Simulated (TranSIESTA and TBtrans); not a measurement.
# Pb chain with one Pt atom in place of Pb

Device: Pb chain with one Pt atom in place of Pb. Leads: straight Pb chain, spacing 2.85 Å. Geometry: 3 atoms about the centre moved by SIESTA (PBE, DZP) to a largest force of 0.02 eV/Å, all others as built, motion along the axis alone.

Method: TranSIESTA and TBtrans, PBE, DZP numerical orbitals (energy shift 0.15 eV), PseudoDojo norm-conserving scalar-relativistic potentials, mesh cutoff 200 Ry, 300 K, spin-polarised (collinear), no spin-orbit coupling; self-consistent non-equilibrium Green functions.

| Item | Value |
|---|---|
| Conductance at 300 K (G0 = 2e²/h) | 2.34 |
| Thermopower (μV/K) | -3.0 |
| Mean T from −0.5 to 0.5 eV | 2.18 |

Energies count from the leads' Fermi level. Transmissions are for each spin. The energy step is 0.01 eV; narrower resonances are cut or missed.

```
E (eV)   T up  T down  lead channels up  down
------  -----  ------  ----------------  ----
-2.00    0.87    0.87                 1     1
-1.90    0.91    0.91                 1     1
-1.80    0.93    0.93                 1     1
-1.70    0.95    0.95                 1     1
-1.60    0.96    0.96                 1     1
-1.50    0.97    0.97                 1     1
-1.40    0.97    0.97                 1     1
-1.30    0.97    0.97                 1     1
-1.20    0.97    0.97                 1     1
-1.10    0.96    0.96                 1     1
-1.00    0.93    0.93                 1     1
-0.90    0.84    0.84                 1     1
-0.80    0.48    0.48                 1     1
-0.70   0.086   0.085                 3     3
-0.60    0.74    0.74                 3     3
-0.50    1.21    1.20                 3     3
-0.40    1.56    1.54                 3     3
-0.30    1.84    1.83                 3     3
-0.20    2.07    2.06                 3     3
-0.10    2.23    2.23                 3     3
0.00     2.35    2.35                 3     3
0.10     2.42    2.43                 3     3
0.20     2.47    2.48                 3     3
0.30     2.50    2.50                 3     3
0.40     2.51    2.52                 3     3
0.50     2.52    2.52                 3     3
0.60     2.51    2.52                 3     3
0.70     2.51    2.51                 3     3
0.80     2.50    2.50                 3     3
0.90     2.48    2.48                 3     3
1.00     2.47    2.47                 3     3
1.10     2.45    2.45                 3     3
1.20     2.43    2.42                 3     3
1.30     2.40    2.40                 3     3
1.40     2.37    2.37                 3     3
1.50     2.33    2.33                 3     3
1.60     2.29    2.29                 3     3
1.70     2.25    2.25                 3     3
1.80     2.20    2.20                 3     3
1.90     2.14    2.15                 3     3
2.00     2.08    2.09                 3     3
```

Moments were seeded on the central atoms alone, and one start was tried. The straight chain is held at its spacing; free chains may zigzag or dimerise. Spin-orbit coupling, left out here, matters for the heavy atoms.
